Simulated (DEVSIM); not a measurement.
Device: Pd/SiO2/n-Si capacitor, at 300 K.

Layer 1 from the left is SiO2, thickness (nm) 2.60. Layer 2 from the left is Si, thickness (nm) 17000, Nd (cm⁻³) 2.2e14.

Metal gate on the left, work function 5.2 eV. Fixed charge at the semiconductor interface 1.3e11 cm⁻² (in units of +e); interface traps 9.5e11 cm⁻² eV⁻¹, uniform in energy, neutral level at 0.5 of the gap above the valence band.

The device is made up for the run: typed textbook-type constants, with dimensions and the other settings drawn at random. Values at 300 K.

SiO2: gap (eV) 9, affinity (eV) 0.9, permittivity 3.9. Si: gap (eV) 1.124, affinity (eV) 4.05, permittivity 11.7, Nc (cm⁻³) 2.86e19, Nv (cm⁻³) 3.1e19.

DEVSIM, 1D Poisson equation in equilibrium, Boltzmann statistics, complete ionisation; no quantum confinement or tunnelling. Metal contacts follow the ideal Schottky-Mott rule: no Fermi-level pinning, no interface dipoles.

**Question.** What does the simulation give for the threshold voltage (band bending 2φF)?

**Answer.** threshold voltage (band bending 2φF) 0.28 V.
